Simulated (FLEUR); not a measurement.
Band structure of YMg2 (P6_3/mmc, 6 atoms in the cell).

```
CELL_PARAMETERS angstrom
      3.33219     0.00000     0.00000
     -1.66610     2.88576     0.00000
      0.00000     0.00000    16.70916
ATOMIC_POSITIONS crystal
  Y  0.33333 0.66667 0.25000
  Y  0.66667 0.33333 0.75000
  Mg 0.66667 0.33333 0.42109
  Mg 0.33333 0.66667 0.57891
  Mg 0.33333 0.66667 0.92109
  Mg 0.66667 0.33333 0.07891
```

Method of the run: FLEUR with LDA (Perdew-Zunger), all-electron FLAPW (FLEUR), scalar-relativistic valence.

Settings: Kmax = 3.8 1/bohr; GmaxXC = 15.2 1/bohr; xcFunctional = pz; jspins = 1; l_soc = F; mode = hist; fermiSmearingEnergy = 0.00367493 Htr; mesh (inpgen div1-3) = 8 8 2; inpgen gamma flag = true; Gmax = 15.2 1/bohr; numbands = 0; maxIterBroyd = 15; imix = Anderson; alpha = 0.05.

The starting cell comes from a database of computed structures (which also holds hypothetical and non-ambient phases and stackings), without a prior relaxation at this level. Values depend on the basis (sphere radii, cutoffs, local orbitals), which need not be converged.

Levels in eV from the Fermi level, bands 28 to 35:
```csv
point,28,29,30,31,32,33,34,35
Γ,-3.60,-3.39,-1.80,-0.72,-0.19,2.14,2.14,2.14
M,-1.65,-1.18,-0.94,-0.91,-0.38,0.02,0.23,1.75
K,-0.39,-0.39,-0.23,0.00,0.13,0.13,0.24,0.50
A,-4.41,-2.45,-2.45,-0.39,-0.39,2.14,2.14,2.14
L,-1.60,-1.21,-1.21,-0.63,-0.63,0.31,0.31,1.37
H,-0.38,-0.23,-0.23,0.06,0.06,0.16,0.16,0.48
```
